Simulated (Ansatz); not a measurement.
An Ansatz (a program for electronic structure) input (r2SCAN, PAW, 500 eV (Ansatz; spin-orbit coupling left out)):

Ansatz 0.2 input:
```yaml
crystal:
  lattice:
    - [0, 2.4376750763, 2.4376750763]
    - [2.5292333226, -0.0915582463, 2.5292333226]
    - [2.5292333226, 2.5292333226, -0.0915582463]
  atoms:
    - { symbol: Hf, position: [0, 0, 0] }
    - { symbol: O, position: [0.25, 0.25, 0.25] }
    - { symbol: O, position: [0.75, 0.75, 0.75] }
basis: { ecutwfc: 500, ecutrho_ratio: 4, xc_grid: 4, fft_grid_basis: typed }
kpoints: { mp_grid: { grid: [11, 11, 11] } }
hamiltonian:
  xc: r2scan
  dispersion: none
  pseudopotentials: { kind: paw }
scf: { occupations: { method: fermi_dirac, width: 0.05 }, convergence: { dr2_threshold: 0.0000000003 } }
relax: { f_tol: 0.005, max_steps: 50 }
output: { forces: true, stress: true }
checkpoint: { write: state.ck, write_every: 1000 }
```

Which symmetry and how many k-points will the program report, and about how many plane waves at Γ?

Space group Immm (ITA 71) with 8 operations, k-points 216 of 1331, and 833 plane waves at Γ.

And the final pressure?

0.79 GPa (compression positive).

The cells carry an imposed strain or load. Stability against distortions was not tested. The cell was made from HfO₂ in the fluorite structure (space group Fm-3m, No. 225) by this change: tensor shear ε_yz = −3.62 %. This is not the structure that HfO2 has at room temperature and ambient pressure.
